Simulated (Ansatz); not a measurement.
Consider Nb in the bcc (W type) structure (space group Im-3m, No. 229; a = 3.271 Å).

All numbers come from PBEsol/PAW in Ansatz (a quantum-chemistry and plane-wave program), scalar-relativistic without spin-orbit coupling.

One change was made to it. Results:

The density rises by 0.10 g/cm³, from 8.81 g/cm³ to 8.91 g/cm³; the shortest interatomic distance drops by 0.011 Å (2.833 Å → 2.822 Å).

Question: Name the change that was made.
(A) pressure 0.9 GPa
(B) pressure 2.1 GPa
(C) pressure 4.5 GPa

Answer: B, pressure 2.1 GPa. For comparison, the density in the other runs: pressure 4.5 GPa gives 9.02 g/cm³; pressure 0.9 GPa gives 8.86 g/cm³.

Load acts through the strain it causes; cell and atoms are relaxed under it. Whether these cells are dynamically stable was not tested. All final runs are without spin polarisation.
